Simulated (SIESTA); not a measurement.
**Worked example: self-consistent single point of NbRu (Pm-3m, 2 atoms in the cell) in SIESTA**

Method: GGA PBEsol, numerical atomic orbitals TZP, PseudoDojo PBEsol standard norm-conserving potentials (rewritten from UPF to PSML) run with SIESTA.

This input was run:

```
# files in the folder: Nb.psml Ru.psml (PseudoDojo PBEsol standard)
SystemName  NbRu
SystemLabel siesta

NumberOfAtoms                2
NumberOfSpecies              2
%block ChemicalSpeciesLabel
  1 41 Nb
  2 44 Ru
%endblock ChemicalSpeciesLabel
LatticeConstant              1.0 Ang
%block LatticeVectors
     3.186490000    0.000000000    0.000000000
     0.000000000    3.186490000    0.000000000
     0.000000000    0.000000000    3.186490000
%endblock LatticeVectors
AtomicCoordinatesFormat      Bohr
%block AtomicCoordinatesAndAtomicSpecies
     0.000000000    0.000000000    0.000000000  1
     3.010796699    3.010796699    3.010796699  2
%endblock AtomicCoordinatesAndAtomicSpecies

XC.functional                GGA
XC.authors                   PBEsol
PAO.BasisSize                TZP
PAO.EnergyShift              0.005 Ry
MeshCutoff                   400 Ry
%block kgrid.MonkhorstPack
    8   0   0  0.0
    0   8   0  0.0
    0   0   8  0.0
%endblock kgrid.MonkhorstPack
OccupationFunction           MP
OccupationMPOrder            1
ElectronicTemperature        580.23 K

MaxSCFIterations             150
SCF.Mixer.Method             Pulay
SCF.Mixer.Weight             0.25
SCF.Mixer.History            8
SCF.DM.Tolerance             1.0E-05
Diag.ParallelOverK           true
WriteForces                  true
Charge.Mulliken              end
```

Output, abridged:

```
reinit: Reading from file input.fdf

reinit: System Name: NbRu
reinit: System Label: siesta

coor:   Atomic-coordinates input format  =     Cartesian coordinates
coor:                                            (in Bohr units)

siesta: Atomic coordinates (Bohr) and species
siesta:      0.00000   0.00000   0.00000  1        1
siesta:      3.01080   3.01080   3.01080  2        2

siesta: System type = bulk

initatomlists: Number of atoms, orbitals, and projectors:      2    50    36

siesta: ******************** Simulation parameters ****************************
redata: Spin configuration                          = none
redata: Time-Reversal Symmetry                      = T
redata: Number of Atomic Species                    =        2
redata: Mesh Cutoff                                 =   400.0000 Ry
redata: Net charge of the system                    =     0.0000 |e|
redata: Min. number of SCF Iter                     =        0
redata: Max. number of SCF Iter                     =      150
redata: SCF convergence failure will abort job
redata: SCF mix quantity                            = Hamiltonian
redata: Mix DM or H after convergence               =   F
redata: Recompute H after scf cycle                 =   F
redata: Mix DM in first SCF step                    =   T
redata: No kicks to SCF
redata: DM Mixing Weight for Kicks                  =     0.5000
redata: Require Harris convergence for SCF          =   F
redata: Harris energy tolerance for SCF             =     0.000100 eV
redata: Require DM convergence for SCF              =   T
redata: DM tolerance for SCF                        =     0.000010
redata: Require EDM convergence for SCF             =   F
redata: EDM tolerance for SCF                       =     0.001000 eV
redata: Require H convergence for SCF               =   T
redata: Hamiltonian tolerance for SCF               =     0.001000 eV
   [... lines left out ...]
diag: Used triangular part                          = Lower
diag: Absolute tolerance                            =  0.100E-15
diag: Orthogonalization factor                      =  0.100E-05
diag: Memory factor                                 =  1.0000

superc: Internal auxiliary supercell:     7 x     7 x     7  =     343
superc: Number of atoms, orbitals, and projectors:    686  17150  12348

                        Single-point calculation

superc: Internal auxiliary supercell:     7 x     7 x     7  =     343
superc: Number of atoms, orbitals, and projectors:    686  17150  12348

outcell: Unit cell vectors (Ang):
        3.186490    0.000000    0.000000
        0.000000    3.186490    0.000000
        0.000000    0.000000    3.186490

outcell: Cell vector modules (Ang)   :    3.186490    3.186490    3.186490
outcell: Cell angles (23,13,12) (deg):     90.0000     90.0000     90.0000
outcell: Cell volume (Ang**3)        :     32.3547
new_DM -- step:     1
Initializing Density Matrix...

Attempting to read DM from file... Failed...
DM filled with atomic data:

InitMesh: MESH = 40 x 40 x 40 = 64000
InitMesh: Mesh cutoff (required, used) =   400.000   435.509 Ry

stepf: Methfessel-Paxton step function
       Using Hermite-Gauss polynomials of order  1
        iscf     Eharris(eV)        E_KS(eV)     FreeEng(eV)     dDmax    Ef(eV) dHmax(eV)
   scf:    1    -4420.657881    -4439.142026    -4439.142093  1.155735 -2.650393  9.371319
   scf:    2    -4435.567968    -4439.997400    -4439.998462  0.342549 -3.643127  7.226273
   scf:    3    -4440.970571    -4441.770086    -4441.771064  0.187351 -3.572896  3.595640
   scf:    4    -4442.225956    -4442.229549    -4442.231616  0.213227 -4.206789  0.823914
   scf:    5    -4441.717032    -4442.115082    -4442.115450  0.073361 -4.132542  1.774470
   scf:    6    -4442.172390    -4442.250114    -4442.252340  0.074459 -4.191200  0.399430
   scf:    7    -4442.262104    -4442.260066    -4442.262099  0.014957 -4.193620  0.027529
   scf:    8    -4442.245729    -4442.255550    -4442.257314  0.011620 -4.189933  0.309243
   scf:    9    -4442.259343    -4442.260083    -4442.262105  0.011463 -4.196180  0.026351
   scf:   10    -4442.260152    -4442.260123    -4442.262135  0.000532 -4.196007  0.012250
   scf:   11    -4442.260148    -4442.260139    -4442.262142  0.000451 -4.195808  0.000402
mix: Pulay -- inversion failed, > SVD [rank/size] 4 / 7
   scf:   12    -4442.260138    -4442.260139    -4442.262142  0.000019 -4.195800  0.000015
   scf:   13    -4442.260138    -4442.260138    -4442.262142  0.000003 -4.195801  0.000034
SCF Convergence by DM+H criterion
max |DM_out - DM_in|         :     0.0000026290
max |H_out - H_in|      (eV) :     0.0000339418
SCF cycle converged after 13 iterations

Using DM_out to compute the final energy and forces

siesta: E_KS(eV) =            -4442.2601

siesta: E_KS - E_eggbox =     -4442.2601

siesta: Atomic forces (eV/Ang):
     1    0.000000    0.000000    0.000000
     2   -0.000000   -0.000000   -0.000000
   Tot   -0.000000   -0.000000   -0.000000
   Max    0.000000
   Res    0.000000    sqrt( Sum f_i^2 / 3N )
   Max    0.000000    constrained

Stress tensor Voigt[x,y,z,yz,xz,xy] (kbar):      106.74      106.74      106.74        0.00        0.00        0.00
(Free)E + p*V (eV/cell)    -4444.4177
Target enthalpy (eV/cell)    -4442.2621

siesta: Program's energy decomposition (eV):
siesta: Ebs     =      -869.682838
siesta: Eions   =      7060.201356
siesta: Ena     =      1582.913142
siesta: Ekin    =      1372.939925
siesta: Enl     =       418.080802
siesta: Eso     =         0.000000
siesta: Edftu   =         0.000000
siesta: DEna    =        55.585131
siesta: DUscf   =         1.999230
siesta: DUext   =         0.000000
siesta: Ex      =      -755.438633
siesta: Ec      =       -58.138379
siesta: Exc     =      -813.577012
siesta: Eharris =     -4442.260138
siesta: Etot    =     -4442.260138
siesta: FreeEng =     -4442.262142

siesta: Stress tensor (static) (eV/Ang**3):
siesta:     0.066623    0.000000    0.000000
siesta:     0.000000    0.066623    0.000000
siesta:     0.000000    0.000000    0.066623

siesta: Cell volume =         32.354723 Ang**3

siesta: Pressure (static):
siesta:                Solid            Molecule  Units
siesta:          -0.00072562         -0.00072562  Ry/Bohr**3
siesta:          -0.06662336         -0.06662335  eV/Ang**3
siesta:        -106.74238658       -106.74237911  kBar

mulliken: Atomic and Orbital Populations:

Species: Nb
Atom  Qatom  Qorb
               4s      5s      5s      5s      4py     4pz     4px     5py
               5pz     5px     4dxy    4dyz    4dz2    4dxz    4dx2-y2 4dxy
               4dyz    4dz2    4dxz    4dx2-y2 4dxy    4dyz    4dz2    4dxz
               4dx2-y2
   1 12.803   1.864  -0.358   0.076   0.720   1.913   1.913   1.913   0.361
              0.361   0.361   0.692   0.692   0.470   0.692   0.470  -0.110

             -0.110  -0.167  -0.110  -0.167   0.183   0.183   0.390   0.183

              0.390

Species: Ru
Atom  Qatom  Qorb
               4s      5s      5s      5s      4py     4pz     4px     5py
               5pz     5px     4dxy    4dyz    4dz2    4dxz    4dx2-y2 4dxy
               4dyz    4dz2    4dxz    4dx2-y2 4dxy    4dyz    4dz2    4dxz
               4dx2-y2
   2 16.197   1.812   0.214  -0.113   0.641   1.952   1.952   1.952   0.260
              0.260   0.260   1.527   1.527   1.381   1.527   1.381  -0.078

             -0.078  -0.042  -0.078  -0.042   0.046   0.046  -0.079   0.046

             -0.079

mulliken: Qtot =       29.000

Mulliken Atomic Populations:
Atom #   charge [q] valence [e]  Species
     1     0.196720   12.803280  Nb
     2    -0.196720   16.196720  Ru
 Total     0.000000
```

The run converged in 13 iterations.

The starting cell comes from a database of computed structures (which also holds hypothetical and non-ambient phases and stackings), without a prior relaxation at this level. Spin polarisation is off. Values carry the incompleteness of an atom-centred basis. With a pressure of about -11 GPa the cell is away from its equilibrium volume at this level.

Cost on one core of a shared machine: roughly 50 s.
